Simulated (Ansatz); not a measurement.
A self-consistent single point of LaPt₂ (R3m, 6 atoms in the cell) with Ansatz (a program for electronic structure).

Level of theory: LDA (PW92), default PAW files made with PBE (plane waves; Ansatz).

The change in words: lattice scaled by 0.98; scf.occupations.width: 0.1 eV → 0.05 eV. Reference geometry:
```yaml
crystal:
  lattice:
    - [0.00000, 3.89244, 3.89244]
    - [3.89244, 0.00000, 3.89244]
    - [3.89244, 3.89244, 0.00000]
  atoms:
    - { symbol: La, position: [0.50371, 0.50371, 0.50371] }
    - { symbol: La, position: [0.75000, 0.75000, 0.75000] }
    - { symbol: Pt, position: [0.12500, 0.12500, 0.12500] }
    - { symbol: Pt, position: [0.62500, 0.12500, 0.12500] }
    - { symbol: Pt, position: [0.12500, 0.12500, 0.62500] }
    - { symbol: Pt, position: [0.12500, 0.62500, 0.12500] }
```

Reference input (self-consistent single point, DFT, LDA (PW92), plane waves, default PAW files made with PBE): basis.ecutwfc = 420 eV; kpoints.mp_grid.grid = 7 7 7; hamiltonian.xc = lda; hamiltonian.pseudopotentials = {kind: paw} (the program's default PAW files); scf.occupations.method = fermi_dirac; scf.occupations.width = 0.1 eV. This run's input differs from it in these lines:

```diff
@@ -2,5 +2,5 @@
   lattice:
-    - [0.000000, 3.892445, 3.892445]
-    - [3.892445, 0.000000, 3.892445]
-    - [3.892445, 3.892445, 0.000000]
+    - [0.000000, 3.814596, 3.814596]
+    - [3.814596, 0.000000, 3.814596]
+    - [3.814596, 3.814596, 0.000000]
   atoms:
@@ -24,3 +24,3 @@
     method: fermi_dirac
-    width: 0.1
+    width: 0.05
 output:
```

Output (repeated stretches shortened):

```
SCF iter   1: F=—  HF=-61138.752673 eV  |F-HF|=—  |Δ(HF+E_count)|=         —  Δρ=6.41e-3  dr2=2.41e-2  ethr=1.77e-3  ⟨swp⟩=7.2  Hψ=10267  notcnv=0  defer=3
all-band conjugate gradients solve this SCF's bands
preconditioner: auto → Kerker (q_TF=auto, 2.654 Å⁻¹)
SCF iter   2: F=—  HF=-61138.746920 eV  |F-HF|=—  |Δ(HF+E_count)|=   5.75e-3  Δρ=3.00e-3  dr2=4.16e-3  ethr=2.56e-5  ⟨swp⟩=3.0  Hψ=6287  notcnv=0  defer=77
   [... lines left out ...]
SCF iter   4: F=—  HF=-61138.745716 eV  |F-HF|=—  |Δ(HF+E_count)|=   3.47e-4  Δρ=2.23e-4  dr2=6.86e-5  ethr=1.32e-6  ⟨swp⟩=2.0  Hψ=3763  notcnv=0  defer=77
SCF iter   5: F=—  HF=-61138.745719 eV  |F-HF|=—  |Δ(HF+E_count)|=   3.13e-6  Δρ=3.62e-5  dr2=2.69e-6  ethr=7.30e-8  ⟨swp⟩=2.0  Hψ=4226  notcnv=0  defer=77
SCF iter   6: F=—  HF=-61138.745719 eV  |F-HF|=—  |Δ(HF+E_count)|=   4.39e-7  Δρ=1.52e-5  dr2=3.96e-7  ethr=2.86e-9  ⟨swp⟩=2.0  Hψ=4128  notcnv=0  defer=77
SCF iter   7: F=-61138.745719 eV  HF=-61138.745719 eV  |F-HF|=5.88e-9  |Δ(HF+E_count)|=   4.92e-8  Δρ=3.61e-6  dr2=1.43e-8  ethr=1.06e-10  ⟨swp⟩=12.0  Hψ=11705  notcnv=0
SCF 1 converged in 7 iterations: F = -61138.745719 eV  dr2 = 1.43e-8
Free energy (F): -61138.745719 eV
Internal energy: -61138.726541 eV  (E = F + TS)
E sigma→0 (E₀):  -61138.736130 eV
Entropy (-TS):   -0.019177 eV (-3.196 meV/atom)
Fermi energy:    20.378959 eV
--- Forces (eV/Å), atoms counted from 1 ---
  atom   1  La    -0.16675436    -0.16675436    -0.16675436
  atom   2  La     0.06280199     0.06280199     0.06280199
  atom   3  Pt     0.00058160     0.00058160     0.00058160
  atom   4  Pt     0.05038257     0.02649469     0.02649469
  atom   5  Pt     0.02649469     0.02649469     0.05038257
  atom   6  Pt     0.02649469     0.05038257     0.02649469
--- Stress (GPa, compression-positive) ---
        4.816961       0.110451       0.110451
        0.110451       4.816961       0.110451
        0.110451       0.110451       4.816961
  P = ⅓ Tr σ = 4.8170 GPa (48.170 kbar)
  The stress holds the Pulay correction. Without it, at fixed plane waves, as pw.x and ABINIT print it: P = 4.7863 GPa
```

The run converged in 7 iterations. Against the reference run the free energy stays essentially unchanged (within 1 meV/atom), the pressure goes from -5.66 to 4.82 GPa and the largest force goes from 0.237 to 0.289 eV/Å.

The starting cell comes from a database of computed structures (which also holds hypothetical and non-ambient phases and stackings), without a prior relaxation at this level. Its lattice was rescaled by up to half a per cent. One atom was moved a little off its site on purpose. For this run, on top of that: lattice scaled by 0.98. Spin polarisation is off. With a pressure of about 5 GPa the cell is away from its equilibrium volume at this level. Ansatz's pressure includes its estimate of the finite-basis (Pulay) stress.

Keys are those of Ansatz 0.2.
